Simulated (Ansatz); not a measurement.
## Response to strain in GaSb

The parent structure is GaSb in the zinc blende structure (space group F-43m, No. 216; a = 6.134 Å). Axes: x, y, z lie along the cube axes.

Strains are applied to the cell and any free atomic positions relax; under biaxial strain the out-of-plane vector relaxes too.

Level of theory: DFT with r2SCAN, PAW potentials and a 500 eV plane-wave cutoff in Ansatz (a quantum-chemistry and plane-wave program), scalar-relativistic without spin-orbit coupling, earlier PAW set.

Candidates:
(a) uniaxial strain ε_zz = −1.25 %
(b) biaxial strain +2.49 %, plane normal [001], relaxed out of plane
(c) isotropic strain −2.08 %
(d) uniaxial strain ε_yy = −0.82 %
(e) isotropic strain −5.43 %

Notes on the quantities. energy relative to the base: free energy F.

### Question
Order them by energy relative to the base, lowest first.

### Answer
(d) uniaxial strain ε_yy = −0.82 % (+0.5 meV/atom), (a) uniaxial strain ε_zz = −1.25 % (+1.2 meV/atom), (b) biaxial strain +2.49 %, plane normal [001], relaxed out of plane (+9.6 meV/atom), (c) isotropic strain −2.08 % (+20 meV/atom), (e) isotropic strain −5.43 % (+156 meV/atom)

Whether these cells are dynamically stable was not tested. All final runs are without spin polarisation.
